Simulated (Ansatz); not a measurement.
The starting structures come from a database of crystals and need not be the phases stable at ambient conditions.

Tunnelling through a barrier is set by its complex band structure: the current falls as exp(−2κd) with the smallest κ.

Here is the system:

```xyz
20
Lattice="6.0821 0.0000 0.0000 0.0000 6.1811 0.0000 0.0000 0.0000 8.6414" Properties=species:S:1:pos:R:3 pbc="T T T"
K      0.0608     5.9120     2.1603
K      6.0213     0.2691     6.4810
K      3.1019     3.3597     6.4810
K      2.9802     2.8214     2.1603
Cd     3.0410     0.0000     0.0000
Cd     0.0000     3.0905     0.0000
Cd     0.0000     3.0905     4.3207
Cd     3.0410     0.0000     4.3207
F      1.7920     4.3705     3.9507
F      4.2901     1.8106     4.6906
F      4.8330     4.9012     4.6906
F      1.2491     1.2799     3.9507
F      1.2491     1.2799     0.3699
F      4.8330     4.9012     8.2714
F      4.2901     1.8106     8.2714
F      1.7920     4.3705     0.3699
F      5.5860     3.2563     2.1603
F      0.4961     2.9248     6.4810
F      2.5450     6.0154     6.4810
F      3.5371     0.1657     2.1603
```

Space group of this cell: Pnma. The cell is taken as given.

Transport runs along the normal of the first two printed cell vectors.

The gap is the functional's own. No spin-orbit coupling. Mid-gap values are interpolated on the energy grid.

Problem. Compute, with r2SCAN (Ansatz, a quantum-chemistry and plane-wave program), the band gap and the smallest decay constant κ at mid-gap.

Solution. Gap 4.11 eV on a 6×6×4 mesh; κ = 0.460 1/Å, at the zone centre.
